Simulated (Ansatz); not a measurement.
Start from GaP in the zinc blende structure (space group F-43m, No. 216; a = 5.391 Å). Axes: x, y, z lie along the cube axes.

Calculations: Ansatz (a program for electronic structure), LDA, PAW, cutoff 420 eV, scalar-relativistic without spin-orbit coupling.

Strains are applied to the cell and any free atomic positions relax.

One change was made to it. Results:

The valence-band top at Γ (three highest levels, from the VBM) goes from 0.00, 0.00, 0.00 eV to 0.00, 0.00, -0.15 eV; the pressure (mean of the normal stresses, compression positive) drops by 21.1 kbar, from -0.1 kbar to -21.2 kbar.

Question: What was done to the base?
A) uniaxial strain ε_zz = +2.50 %
B) uniaxial strain ε_zz = +3.00 %
C) uniaxial strain ε_zz = −2.50 %
D) uniaxial strain ε_zz = −3.00 %

Answer: A, uniaxial strain ε_zz = +2.50 %. For comparison, the valence-band top at Γ in the other runs: uniaxial strain ε_zz = +3.00 % gives 0.00, 0.00, -0.18 eV; uniaxial strain ε_zz = −2.50 % gives 0.00, -0.14, -0.14 eV; uniaxial strain ε_zz = −3.00 % gives 0.00, -0.17, -0.17 eV.

Stability against distortions was not tested.
